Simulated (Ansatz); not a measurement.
Base system: TiC in the rock salt structure (space group Fm-3m, No. 225; a = 4.293 Å; relaxed with 0.1 eV smearing).

Method: DFT with PBEsol, PAW potentials and a 420 eV plane-wave cutoff in Ansatz (an electronic-structure program), spin-orbit coupling left out.

Before the change:

```
Item       Result
--------  -------
Pressure  0.0 GPa
Band gap     zero
```

It is then changed as follows: every lattice vector is shortened by 2.00 %, atoms relaxed at fixed cell.

Task: How does this affect the pressure?

Result: The pressure goes from zero to 18.3 GPa.

Task: Predict the new energy relative to the base.

Result: The energy rises by 32 meV/atom.

Task: Predict the new band gap.

Result: The band gap is still zero.

The cells carry an imposed strain or load. No phonon test of stability was made. The final runs are not spin-polarised.
